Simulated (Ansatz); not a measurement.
The parent structure is PbSe in the rock salt structure (space group Fm-3m, No. 225; a = 6.178 Å). Axes: x, y, z lie along the cube axes.

Computed with DFT with r2SCAN, PAW potentials and a 500 eV plane-wave cutoff in Ansatz (an electronic-structure program), scalar-relativistic without spin-orbit coupling.

Before the change:

Band gap: 0.67 eV

It is then changed as follows: tensor shear ε_xy = +0.29 % (engineering shear γ = 0.0058); the atoms relax in the strained cell.

Question: Estimate the effect on the band gap.

Answer: The band gap falls by 0.03 eV (0.67 eV → 0.64 eV).

Question: How does this affect the stress?

Answer: The stress (xx, yy, zz, yz, xz, xy; compression positive) amounts to (-0.01, -0.01, -0.01, 0.00, 0.00, -0.11) GPa.

With Pb present, leaving out spin-orbit coupling can change the band edges. Whether these cells are dynamically stable was not tested.
